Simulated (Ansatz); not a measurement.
## La2O3, pressure series

Take La2O3 (space group P-3m1, No. 164) as the base.

```
La2O3
1.0
    3.90611     0.00000     0.00000
   -1.95305     3.38279     0.00000
    0.00000     0.00000     6.03995
La O
2 3
Cartesian
  0.00000   2.25519   1.48195
  1.95305   1.12760   4.55800
  0.00000   0.00000   0.00000
  0.00000   2.25519   3.90189
  1.95305   1.12760   2.13806
```

Cell and atoms are relaxed at each pressure.

Levels (all Ansatz, a quantum-chemistry and plane-wave program, PAW): PBEsol (420 eV, no spin-orbit coupling); r2SCAN (500 eV, spin-orbit coupling left out); HSE06 (420 eV, no SOC).

Band gaps by level, all at the geometries relaxed with PBEsol:

| case | PBEsol | r2SCAN | HSE06 |
|---|---|---|---|
| base | 3.77 eV | 4.23 eV | 5.30 eV |
| pressure −2 GPa | 3.77 eV | 4.23 eV | [?] |
| pressure −1 GPa | 3.77 eV | 4.23 eV | 5.30 eV |
| pressure 15 GPa | 3.69 eV | 4.15 eV | 5.20 eV |
| pressure 30 GPa | 3.61 eV | 4.07 eV | [?] |
| pressure 50 GPa | 3.60 eV | 4.08 eV | 5.09 eV |
| pressure 75 GPa | 3.56 eV | 4.04 eV | [?] |
| pressure 100 GPa | 3.46 eV | 4.00 eV | 4.99 eV |

Task: Some entries are withheld; estimate them.

Result: 
- pressure −2 GPa, HSE06: 5.29 eV
- pressure 30 GPa, HSE06: 5.10 eV
- pressure 75 GPa, HSE06: 5.04 eV

Single points use the geometry relaxed with PBEsol. HSE06 was sampled on its mesh, a few special points and the semilocal edge points, so its gap is an upper bound. Load acts through the strain it causes; cell and atoms are relaxed under it. Whether these cells are dynamically stable was not tested. Competing high-pressure phases were not computed.
